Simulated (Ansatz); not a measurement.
Data:

```
HfN
1.0
    0.01290     2.26285     2.26285
    2.26285     0.01290     2.26285
    2.27575     2.27575     0.00000
Hf N
1 1
Cartesian
  0.00000   0.00000   0.00000
  2.27575   2.27575   2.26285
```

No spin polarisation.

Computed with r2SCAN (Ansatz, a first-principles code, PAW, no SOC). k-mesh 22×22×22 (Γ-centred); smearing 0.1 eV (Fermi–Dirac).

Problem. What space group does the calculation give?

Solution. Immm (No. 71).

Problem. What is the computed stress (xx, yy, zz, yz, xz, xy; compression positive)?

Solution. (0.0, 0.0, 0.0, 0.0, 0.0, -1.5) GPa.

Problem. What is the computed band gap?

Solution. Zero.

The cells carry an imposed strain or load. Whether these cells are dynamically stable was not tested. The final runs are not spin-polarised. The cell was made from HfN in the rock salt structure (space group Fm-3m, No. 225) by this change: tensor shear ε_xy = +0.57 %.
